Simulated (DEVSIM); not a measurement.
Structure: illuminated Si n-on-p cell, one wavelength, at 400 K.

```tsv
layer (left to right)	material	thickness (μm)	Nd (cm⁻³)	Na (cm⁻³)	τn (s)	τp (s)	absorption coefficient (cm⁻¹)
1	Si	0.870	2.2e16	-	2.8e-6	5.4e-7	760
2	Si	43.0	-	1e16	6.4e-6	6.4e-6	760
```

Left contact: ohmic, minority hole recombination velocity 3000 cm/s. Right contact: ohmic, minority electron recombination velocity 60 cm/s. Voltage is applied to the left contact. Recombination: SRH at mid-gap, radiative, Auger. Light enters at the left, 2.2e18 photons cm⁻² s⁻¹, one pass, no reflection. Mobility is μmin + (μ − μmin)/(1 + (N/Nref)^α).

This is a model device: material constants are rounded textbook-type values typed into the input, and sizes, dopings and lifetimes were drawn at random. Values at 300 K; Nc and Nv go as T^1.5, mobilities as T to minus their exponent, the gap by Varshni's rule with the affinity fixed.

| parameter | Si |
|---|---|
| gap (eV) | 1.124 |
| affinity (eV) | 4.05 |
| permittivity | 11.7 |
| Nc (cm⁻³) | 2.86e19 |
| Nv (cm⁻³) | 3.1e19 |
| μn (cm²/Vs) | 1417 |
| μp (cm²/Vs) | 470 |
| μn,min | 52 |
| μp,min | 45 |
| Nref,n | 9.7e16 |
| Nref,p | 2.2e17 |
| αn | 0.68 |
| αp | 0.72 |
| T exponent of μn | 2.3 |
| T exponent of μp | 2.2 |
| B (cm³/s) | 4.7e-15 |
| Cn (cm⁶/s) | 2.8e-31 |
| Cp (cm⁶/s) | 9.9e-32 |
| Varshni α (eV/K) | 0.000473 |
| Varshni β (K) | 636 |

DEVSIM, 1D drift-diffusion, Boltzmann statistics, complete ionisation; no tunnelling, impact ionisation, image-force lowering or self-heating.

Q: Tabulate band edges, carrier densities and field at zero bias, in the dark.

A: Energies count from the Fermi level of the right contact; mesh points crowd at the junctions.

```
x (μm)   Ec (eV)  Ev (eV)  n (cm⁻³)  p (cm⁻³)  field (V/cm)
-------  -------  -------  --------  --------  ------------
0.000      0.262   -0.834    2.2e16     1.5e9           ≈ 0
0.03172    0.262   -0.834    2.2e16     1.5e9           ≈ 0
0.1029     0.262   -0.834    2.2e16     1.5e9           ≈ 0
0.2628     0.262   -0.834    2.2e16     1.5e9           ≈ 0
0.6469     0.262   -0.834    2.2e16     1.5e9           120
0.7847     0.288   -0.808    1.0e16     3.1e9          7300
0.8462     0.378   -0.718    7.5e14    4.3e10         24000
0.8821     0.482   -0.614    3.7e13    8.6e11         30000
0.9310     0.610   -0.487    9.2e11    3.5e13         22000
1.046      0.769   -0.327     9.0e9    3.6e15          6400
1.317      0.804   -0.292     3.2e9    1.0e16            29
2.384      0.804   -0.292     3.2e9    1.0e16           ≈ 0
4.467      0.804   -0.292     3.2e9    1.0e16           ≈ 0
9.372      0.804   -0.292     3.2e9    1.0e16           ≈ 0
26.34      0.804   -0.292     3.2e9    1.0e16           ≈ 0
36.44      0.804   -0.292     3.2e9    1.0e16           ≈ 0
40.73      0.804   -0.292     3.2e9    1.0e16           ≈ 0
42.55      0.804   -0.292     3.2e9    1.0e16           ≈ 0
43.48      0.804   -0.292     3.2e9    1.0e16           ≈ 0
43.72      0.804   -0.292     3.2e9    1.0e16           ≈ 0
43.82      0.804   -0.292     3.2e9    1.0e16           ≈ 0
43.87      0.804   -0.292     3.2e9    1.0e16           ≈ 0
```
